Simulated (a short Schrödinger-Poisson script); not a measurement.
System: gated Al0.33Ga0.67As/GaAs δ-doped gas, at 77 K.

```
layer        material  thickness (nm)  Na (cm⁻³)
-----  --------------  --------------  ---------
1      Al0.33Ga0.67As              30          -
2      Al0.33Ga0.67As               2          -
3                GaAs            6000       9e15
```

Constants are typed, rounded textbook-type inputs, not results; the design itself was drawn at random and stands for no fabricated device. Al0.33Ga0.67As: permittivity 11.96, conduction-band edge (eV) 0.261, gap (eV) 1.836, electron mass (mₑ) 0.0944, Nv at 300 K (cm⁻³) 9e18. GaAs: permittivity 12.9, conduction-band edge (eV) 0, gap (eV) 1.424, Nv at 300 K (cm⁻³) 9e18.

Channel valleys (confinement mass, in-plane density-of-states mass, number): Γ 0.067, 0.067, 1. At the gate the conduction-band edge of layer 1 lies 1.01 eV − eVg above the Fermi level of the channel; the field vanishes at the back. Sheet of ionised δ-doping: +1.9e12 e/cm² at 30 nm from the gate. The barrier under the gate holds no holes. Gaps are held at their typed values at every temperature. Mesh 0.08 nm at interfaces.

Solved with a short Schrödinger-Poisson script written for these runs: 1D Poisson equation in equilibrium, electrons quantum, Hartree (BenDaniel-Duke, 40 states a valley, the channel's in-plane mass for all, wave functions free to enter the barrier), parabolic valleys, classical holes, full ionisation, no traps, pinning or gate leakage.

The same stack at other levels of the model or other numerical settings:

```csv
run,sheet density of all electrons at Vg = 0.5 V (cm⁻²),capacitance at Vg = 0.5 V (μF/cm²),centroid of the channel electrons at Vg = 0.5 V (nm),gate voltage at 1e11 electrons/cm² (V),rough cost against the base
base,6.28e11,0.289,4.54,0.20,about 1
"electrons treated as classical, Boltzmann",7.65e11,0.322,0.84,0.16,0.04
"electrons treated as classical, Fermi-Dirac",6.58e11,0.285,2.83,0.18,0.2
"electrons treated as quantum, Hartree plus LDA exchange-correlation",6.48e11,0.292,4.42,0.20,about 1
mesh six times as coarse,6.27e11,0.289,4.51,0.20,0.3
one subband a valley,6.27e11,0.289,4.52,0.20,0.3
```

The classical rows ignore confinement, and Boltzmann statistics overrate the density once the band edge passes the Fermi level.
